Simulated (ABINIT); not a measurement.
# Input and output of a self-consistent single point for LaC2 (Immm, 3 atoms in the cell) (ABINIT)

Method: LDA (PW92), PAW (JTH v2.0 LDA PAW) (plane waves; ABINIT).

Input as run:

```
# LaC2, JTH v2.0 LDA PAW
pp_dirpath "./"
pseudos "La.LDA_PW-JTH.xml, C.LDA_PW-JTH.xml"
acell 3*1.0 Angstrom
rprim
        -2.0051020000    2.4423500000    2.7287270000
         2.0051020000   -2.4423500000    2.7287270000
         2.0051020000    2.4423500000   -2.7287270000
natom 3
ntypat 2
znucl 57 6
typat 1 2 2
xred
         0.0000000000    0.0000000000    0.0000000000
         0.6332200000    0.5000000000    0.1332200000
         0.3667800000    0.5000000000    0.8667800000
ecut 26 Ha
pawecutdg 52 Ha
pawovlp -1
pawxcdev 0
occopt 7
tsmear 0.1 eV
nband 15
kptopt 1
ngkpt 5 5 5
nshiftk 1
shiftk 0 0 0
nstep 80
tolvrs 1.0e-12
prtwf 0
prtden 0
enunit 1
```

Output, abridged:

```
 Symmetries : space group Im m m (# 71); Bravais oI (body-center ortho.)

 -outvars: echo values of preprocessed input variables --------
            acell      1.8897261329E+00  1.8897261329E+00  1.8897261329E+00 Bohr
             ecut      2.60000000E+01 Hartree
           enunit           1
              ixc       -1012
         kptrlatt        5    0    0      0    5    0      0    0    5
          kptrlen      3.78909365E+01
            natom           3
            nband          15
            ngfft          40      40      40
          ngfftdg          54      54      54
             nkpt          27
            nstep          80
             nsym           8
           ntypat           2
           occopt           7
        pawecutdg      5.20000000E+01 Hartree
          pawovlp     -1.0000000000E+00
         pawxcdev           0
            rprim     -2.0051020000E+00  2.4423500000E+00  2.7287270000E+00
                       2.0051020000E+00 -2.4423500000E+00  2.7287270000E+00
                       2.0051020000E+00  2.4423500000E+00 -2.7287270000E+00
          spgroup          71
           tolvrs      1.00000000E-12
           tsmear      3.67493254E-03 Hartree
            typat      1  2  2
           useylm           1
             xred      0.0000000000E+00  0.0000000000E+00  0.0000000000E+00
                       6.3322000000E-01  5.0000000000E-01  1.3322000000E-01
                       3.6678000000E-01  5.0000000000E-01  8.6678000000E-01
            znucl       57.00000    6.00000

== DATASET  1 ==================================================================

 Real(R)+Recip(G) space primitive vectors, cartesian coordinates (Bohr,Bohr^-1):
 R(1)= -3.7890936  4.6153726  5.1565467  G(1)=  0.0000000  0.1083336  0.0969641
 R(2)=  3.7890936 -4.6153726  5.1565467  G(2)=  0.1319577  0.0000000  0.0969641
 R(3)=  3.7890936  4.6153726 -5.1565467  G(3)=  0.1319577  0.1083336  0.0000000
 Unit cell volume ucvol=  3.6071239E+02 bohr^3
 Angles (23,13,12)=  1.22596215E+02  1.08396842E+02  9.83771290E+01 degrees

 Coarse grid specifications (used for wave-functions):

 getcut: wavevector=  0.0000  0.0000  0.0000  ngfft=  40  40  40
         ecut(hartree)=     26.000   => boxcut(ratio)=   2.20909

 Fine grid specifications (used for densities):

 getcut: wavevector=  0.0000  0.0000  0.0000  ngfft=  54  54  54
         ecut(hartree)=     52.000   => boxcut(ratio)=   2.10905

   1.38061204E+03                                ecore*ucvol(ha*bohr**3)

_setup2: Arith. and geom. avg. npw (full set) are    2284.648    2284.637

--- !BeginCycle
solver: {iscf: 17, nstep: 80, nline: 4, wfoptalg: 10, }
tolerances: {tolvrs: 1.00E-12, }
...

     iter   Etot(hartree)      deltaE(h)  residm     nres2
 ETOT  1  -43.591743449727    -4.359E+01 3.640E-01 2.781E+01
 ETOT  2  -43.715256465215    -1.235E-01 7.460E-03 2.286E+00
 ETOT  3  -43.713254818660     2.002E-03 3.552E-03 3.215E-01
 ETOT  4  -43.712867287464     3.875E-04 9.284E-04 1.289E-02
 ETOT  5  -43.712868538433    -1.251E-06 1.328E-03 9.378E-04
 ETOT  6  -43.712868638851    -1.004E-07 1.383E-03 6.600E-05
   [... 2 lines left out ...]
 ETOT  9  -43.712868725691    -3.157E-10 1.304E-04 2.380E-08
 ETOT 10  -43.712868725775    -8.406E-11 1.368E-04 1.776E-09
 ETOT 11  -43.712868725776    -5.826E-13 1.218E-04 1.207E-10
 ETOT 12  -43.712868725776    -3.979E-13 1.324E-04 7.376E-12
 ETOT 13  -43.712868725776    -2.842E-14 1.009E-04 8.464E-13

 At SCF step   13       nres2   =  8.46E-13 < tolvrs=  1.00E-12 =>converged.

 Cartesian components of stress tensor (hartree/bohr^3)
  sigma(1 1)=  1.61825576E-04  sigma(3 2)=  0.00000000E+00
  sigma(2 2)=  2.93873785E-04  sigma(3 1)=  0.00000000E+00
  sigma(3 3)=  2.16234693E-04  sigma(2 1)=  0.00000000E+00

 ----iterations are completed or convergence reached----

 reduced coordinates (array xred) for    3 atoms
       0.000000000000      0.000000000000      0.000000000000
       0.633220000000      0.500000000000      0.133220000000
       0.366780000000      0.500000000000      0.866780000000
 cartesian forces (eV/Angstrom) at end:
    1      0.00000000000000    -0.00000000000000     0.00000000000000
    2      0.00000000000000    -0.74421961159778     0.00000000000000
    3     -0.00000000000000     0.74421961159778    -0.00000000000000
 frms,max,avg= 3.5082849E-01 7.4421961E-01   0.000E+00  0.000E+00  0.000E+00 e/A
 length scales=  1.889726132886  1.889726132886  1.889726132886 bohr
              =  1.000000000000  1.000000000000  1.000000000000 angstroms
 Fermi (or HOMO) energy (eV) =   4.39972   Average Vxc (eV)= -10.53983
 Eigenvalues (   eV  ) for nkpt=  27  k points:
 kpt#   1, nband= 15, wtk=  0.00800, kpt=  0.0000  0.0000  0.0000 (reduced coord)
 -28.31810  -11.91257  -11.77863  -11.68219  -10.23387   -0.87561   -0.43656    0.96760
   1.25662    2.75529    3.74301    6.10405    6.11091    6.16265    6.49392
 prteigrs : prtvol=0 or 1, do not print more k-points.

--- !EnergyTerms
comment             : Components of total free energy in Hartree
kinetic             :  1.61259120142958E+01
hartree             :  5.89749960470655E+00
xc                  : -1.45836427159640E+01
Ewald energy        : -3.81972479230817E+01
psp_core            :  3.82745947487105E+00
local_psp           : -1.95237937217264E+01
spherical_terms     :  2.74110464254624E+00
internal            : -4.37127086243525E+01
'-kT*entropy'       : -1.59997849424827E-04
total_energy        : -4.37128686222019E+01
total_energy_eV     : -1.18948764770049E+03
...

-Cartesian components of stress tensor (GPa)         [Pressure= -6.5897E+00 GPa]
- sigma(1 1)=  4.76107201E+00  sigma(3 2)=  0.00000000E+00
- sigma(2 2)=  8.64606379E+00  sigma(3 1)=  0.00000000E+00
- sigma(3 3)=  6.36184325E+00  sigma(2 1)=  0.00000000E+00

 Calculation completed.
```

The run converged in 13 iterations.

The starting cell comes from a database of computed structures (which also holds hypothetical and non-ambient phases and stackings), without a prior relaxation at this level. Its lattice was rescaled by up to half a per cent. With a pressure of about -7 GPa the cell is away from its equilibrium volume at this level.

Cost on one core of a shared machine: roughly 60 s.
